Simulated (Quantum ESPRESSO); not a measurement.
Quantum ESPRESSO run on BN (F-43m, 2 atoms in the cell): self-consistent single point.

Computed with PW91, PseudoDojo standard norm-conserving (PBE) pseudopotentials (plane waves; Quantum ESPRESSO).

```
BN
1.0
    0.00000     1.83947     1.83947
    1.83947     0.00000     1.83947
    1.83947     1.83947     0.00000
B N
1 1
Direct
  0.00000   0.00000   0.00000
  0.75000   0.75000   0.75000
```

Reference input (self-consistent single point, DFT, PBE, plane waves, PseudoDojo standard norm-conserving (PBE) pseudopotentials): ecutwfc = 85 Ry; occupations = fixed; potentials = {B: B.upf, N: N.upf}; K_POINTS = automatic 10 10 10 0 0 0; nbnd = 8; conv_thr = 1e-10 Ry; mixing_beta = 0.7. This run's input differs from it in these lines:

```diff
@@ -15,2 +15,3 @@
    nbnd = 8,
+   input_dft = 'pw91',
 /
```

Log, with long lists cut:

```
     Self-consistent Calculation

     iteration #  1     ecut=    85.00 Ry     beta= 0.70

     total energy              =     -26.78479755 Ry
     estimated scf accuracy    <       0.21239794 Ry

     iteration #  2     ecut=    85.00 Ry     beta= 0.70

     total energy              =     -26.82948234 Ry
     estimated scf accuracy    <       0.09459989 Ry

     iteration #  3     ecut=    85.00 Ry     beta= 0.70

     total energy              =     -26.84907945 Ry
     estimated scf accuracy    <       0.00142842 Ry

   [... 4 blocks of this kind left out ...]

     iteration #  8     ecut=    85.00 Ry     beta= 0.70

     total energy              =     -26.84939019 Ry
     estimated scf accuracy    <          1.1E-10 Ry

     iteration #  9     ecut=    85.00 Ry     beta= 0.70
     End of self-consistent calculation

     highest occupied, lowest unoccupied level (ev):    10.2927   14.7918

!    total energy              =     -26.84939019 Ry
     estimated scf accuracy    <          3.5E-12 Ry

     convergence has been achieved in   9 iterations

     Forces acting on atoms (cartesian axes, Ry/au):

     atom    1 type  1   force =     0.00000000   -0.00000000    0.00000000
     atom    2 type  2   force =     0.00000000    0.00000000    0.00000000

     Total force =     0.000000     Total SCF correction =     0.000000

          total   stress  (Ry/bohr**3)                   (kbar)     P=     -150.53
  -0.00102326  -0.00000000   0.00000000         -150.53       -0.00        0.00
  -0.00000000  -0.00102326   0.00000000           -0.00     -150.53        0.00
  -0.00000000   0.00000000  -0.00102326           -0.00        0.00     -150.53

   JOB DONE.
```

The run converged in 9 iterations. Against the reference run the pressure goes from -15.53 to -15.05 GPa and the gap on the mesh goes from 4.467 to 4.499 eV.

The starting cell comes from a database of computed structures (which also holds hypothetical and non-ambient phases and stackings), without a prior relaxation at this level. Its lattice was rescaled by a random factor within 2.5 % of one. With a pressure of about -15 GPa the cell is away from its equilibrium volume at this level.
